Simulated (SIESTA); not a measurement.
**SIESTA run on LaP3O9 (C222_1, 26 atoms in the cell): self-consistent single point**

Method of the run: GGA PBEsol, numerical atomic orbitals DZP, PseudoDojo PBEsol standard norm-conserving potentials (rewritten from UPF to PSML) (SIESTA 5.4.2).

The input file:

```
# files in the folder: La.psml P.psml O.psml (PseudoDojo PBEsol standard)
SystemName  La(PO3)3
SystemLabel la(po3)3

NumberOfAtoms                26
NumberOfSpecies              3
%block ChemicalSpeciesLabel
  1 57 La
  2 15 P
  3 8 O
%endblock ChemicalSpeciesLabel
LatticeConstant              1.0 Bohr
%block LatticeVectors
     8.308972702  -10.833049651    0.000000000
     8.308972702   10.833049651    0.000000000
     0.000000000    0.000000000   14.188131774
%endblock LatticeVectors
AtomicCoordinatesFormat      Ang
%block AtomicCoordinatesAndAtomicSpecies
     7.677548204   -0.000000000    0.000000000  1
     1.116289796    0.000000000    3.754018000  1
     4.460762264    1.997468189    0.360686049  2
     4.333075736   -1.997468189    4.114704049  2
     4.460762264   -1.997468189    7.147349951  2
     4.333075736    1.997468189    3.393331951  2
     2.219564711   -0.000000000    0.000000000  2
     6.574273289   -0.000000000    3.754018000  2
     3.177653361    1.241567158    7.214471792  3
     5.616184639   -1.241567158    3.460453792  3
     3.177653361   -1.241567158    0.293564208  3
     5.616184639    1.241567158    4.047582208  3
     5.711246027   -1.458374203    0.271115180  3
     3.082591973    1.458374203    4.025133180  3
     5.711246027    1.458374203    7.236920820  3
     3.082591973   -1.458374203    3.482902820  3
     4.396919000    1.436704964    1.877009000  3
     4.396919000   -1.436704964    5.631027000  3
     7.417338538    0.215431221    2.505957176  3
     1.376499462   -0.215431221    6.259975176  3
     7.417338538   -0.215431221    5.002078824  3
     1.376499462    0.215431221    1.248060824  3
     4.600848103    3.470403204    3.446939328  3
     4.192989897   -3.470403204    7.200957328  3
     4.600848103   -3.470403204    4.061096672  3
     4.192989897    3.470403204    0.307078672  3
%endblock AtomicCoordinatesAndAtomicSpecies

XC.functional                GGA
XC.authors                   PBEsol
PAO.BasisSize                DZP
PAO.EnergyShift              0.01 Ry
MeshCutoff                   350 Ry
%block kgrid.MonkhorstPack
    4   0   0  0.0
    0   4   0  0.0
    0   0   4  0.0
%endblock kgrid.MonkhorstPack
OccupationFunction           FD
ElectronicTemperature        10 K

MaxSCFIterations             150
SCF.Mixer.Method             Pulay
SCF.Mixer.Weight             0.1
SCF.Mixer.History            8
SCF.DM.Tolerance             1.0E-04
Diag.ParallelOverK           true
WriteForces                  true
```

Output (repeated stretches shortened):

```
reinit: Reading from file input.fdf

reinit: System Name: La(PO3)3
reinit: System Label: la(po3)3

coor:   Atomic-coordinates input format  =     Cartesian coordinates
coor:                                          (in Angstroms)

siesta: Atomic coordinates (Bohr) and species
siesta:     14.50846  -0.00000   0.00000  1        1
siesta:      2.10948   0.00000   7.09407  1        2
siesta:      8.42962   3.77467   0.68160  2        3
siesta:      8.18833  -3.77467   7.77566  2        4
siesta:      8.42962  -3.77467  13.50653  2        5
siesta:      8.18833   3.77467   6.41247  2        6
   [... 15 lines left out ...]
siesta:      2.60121   0.40711   2.35849  3       22
siesta:      8.69434   6.55811   6.51377  3       23
siesta:      7.92360  -6.55811  13.60784  3       24
siesta:      8.69434  -6.55811   7.67436  3       25
siesta:      7.92360   6.55811   0.58029  3       26

siesta: System type = bulk

initatomlists: Number of atoms, orbitals, and projectors:     26   350   406

siesta: ******************** Simulation parameters ****************************
redata: Spin configuration                          = none
redata: Time-Reversal Symmetry                      = T
redata: Number of Atomic Species                    =        3
redata: Mesh Cutoff                                 =   350.0000 Ry
redata: Net charge of the system                    =     0.0000 |e|
redata: Min. number of SCF Iter                     =        0
redata: Max. number of SCF Iter                     =      150
redata: SCF convergence failure will abort job
redata: SCF mix quantity                            = Hamiltonian
redata: Mix DM or H after convergence               =   F
redata: Recompute H after scf cycle                 =   F
redata: Mix DM in first SCF step                    =   T
redata: No kicks to SCF
redata: DM Mixing Weight for Kicks                  =     0.5000
   [... lines left out ...]
diag: Parallel distribution                         =     1 x     1
diag: Used triangular part                          = Lower
diag: Absolute tolerance                            =  0.100E-15
diag: Orthogonalization factor                      =  0.100E-05
diag: Memory factor                                 =  1.0000

superc: Internal auxiliary supercell:     3 x     3 x     3  =      27
superc: Number of atoms, orbitals, and projectors:    702   9450  10962

                        Single-point calculation

superc: Internal auxiliary supercell:     3 x     3 x     3  =      27
superc: Number of atoms, orbitals, and projectors:    702   9450  10962

outcell: Unit cell vectors (Ang):
        4.396919   -5.732603    0.000000
        4.396919    5.732603    0.000000
        0.000000    0.000000    7.508036

outcell: Cell vector modules (Ang)   :    7.224655    7.224655    7.508036
outcell: Cell angles (23,13,12) (deg):     90.0000     90.0000    105.0234
outcell: Cell volume (Ang**3)        :    378.4920
new_DM -- step:     1
Initializing Density Matrix...

Attempting to read DM from file... Failed...
DM filled with atomic data:

InitMesh: MESH = 80 x 80 x 90 = 576000
InitMesh: Mesh cutoff (required, used) =   350.000   363.292 Ry

stepf: Fermi-Dirac step function
        iscf     Eharris(eV)        E_KS(eV)     FreeEng(eV)     dDmax    Ef(eV) dHmax(eV)
   scf:    1   -11039.486343   -11105.228830   -11105.228830  1.790646 -5.870245  7.248845
   scf:    2   -11124.282484   -11115.270316   -11115.270316  0.029288 -6.079776  5.168622
   scf:    3   -11130.778540   -11126.721349   -11126.721349  0.070985 -6.747473  1.651043
   scf:    4   -11125.169030   -11126.314117   -11126.314117  0.027573 -7.221311  1.421548
   scf:    5   -11127.342409   -11126.909833   -11126.909833  0.010824 -2.335151  0.918414
   scf:    6   -11127.164327   -11127.089974   -11127.089974  0.015039 -2.528300  0.100180
   scf:    7   -11127.093535   -11127.092071   -11127.092071  0.001761 -2.562220  0.052439
   scf:    8   -11127.092114   -11127.092410   -11127.092410  0.002217 -2.588855  0.041415
   scf:    9   -11127.093301   -11127.092938   -11127.092938  0.000988 -2.589108  0.019350
   scf:   10   -11127.093001   -11127.093014   -11127.093014  0.000242 -2.588617  0.006208
   scf:   11   -11127.093033   -11127.093027   -11127.093027  0.000234 -2.589336  0.001604
   scf:   12   -11127.093025   -11127.093026   -11127.093026  0.000040 -2.589041  0.001603
   scf:   13   -11127.093028   -11127.093027   -11127.093027  0.000031 -2.589296  0.000341
SCF Convergence by DM+H criterion
max |DM_out - DM_in|         :     0.0000309257
max |H_out - H_in|      (eV) :     0.0003412376
SCF cycle converged after 13 iterations

Using DM_out to compute the final energy and forces

siesta: E_KS(eV) =           -11127.0930

siesta: E_KS - E_eggbox =    -11127.0930

siesta: Atomic forces (eV/Ang):
     1   -0.221678   -0.000000   -0.000000
     2    0.221678    0.000000   -0.000000
     3    0.282572    0.040820    0.178182
   [... 23 lines left out ...]
   Tot    0.000000   -0.000000   -0.000000
   Max    0.518836
   Res    0.251726    sqrt( Sum f_i^2 / 3N )
   Max    0.518836    constrained

Stress tensor Voigt[x,y,z,yz,xz,xy] (kbar):       32.50       25.35       20.95        0.00       -0.00       -0.00
(Free)E + p*V (eV/cell)   -11133.2986
Target enthalpy (eV/cell)   -11127.0930

siesta: Program's energy decomposition (eV):
siesta: Ebs     =     -2508.186023
siesta: Eions   =     16799.274050
siesta: Ena     =      3005.999368
siesta: Ekin    =      6388.067248
siesta: Enl     =      -947.790272
siesta: Eso     =         0.000000
siesta: Edftu   =         0.000000
siesta: DEna    =        47.716447
siesta: DUscf   =        10.040518
siesta: DUext   =         0.000000
siesta: Ex      =     -2607.179730
siesta: Ec      =      -224.672555
siesta: Exc     =     -2831.852286
siesta: Eharris =    -11127.093028
siesta: Etot    =    -11127.093027
siesta: FreeEng =    -11127.093027

siesta: Atomic forces (eV/Ang):
siesta:      1   -0.221678   -0.000000   -0.000000
siesta:      2    0.221678    0.000000   -0.000000
siesta:      3    0.282572    0.040820    0.178182
siesta:      4   -0.282571   -0.040820    0.178182
siesta:      5    0.282571   -0.040820   -0.178182
siesta:      6   -0.282571    0.040820   -0.178182
   [... 16 lines left out ...]
siesta:     23    0.172831    0.405743    0.084081
siesta:     24   -0.172831   -0.405743    0.084081
siesta:     25    0.172831   -0.405743   -0.084081
siesta:     26   -0.172831    0.405743   -0.084081
siesta: ----------------------------------------
siesta:    Tot    0.000000   -0.000000   -0.000000

siesta: Stress tensor (static) (eV/Ang**3):
siesta:     0.020286   -0.000000    0.000000
siesta:    -0.000000    0.015822    0.000000
siesta:    -0.000000    0.000000    0.013079

siesta: Cell volume =        378.491973 Ang**3

siesta: Pressure (static):
siesta:                Solid            Molecule  Units
siesta:          -0.00017857         -0.00023011  Ry/Bohr**3
siesta:          -0.01639552         -0.02112737  eV/Ang**3
siesta:         -26.26851831        -33.84978207  kBar
```

The run converged in 13 iterations.

The starting cell comes from a database of computed structures (which also holds hypothetical and non-ambient phases and stackings), without a prior relaxation at this level. Its lattice was rescaled by a random factor within 2.5 % of one. Values carry the incompleteness of an atom-centred basis.

Cost on one core of a shared machine: roughly 3 min.
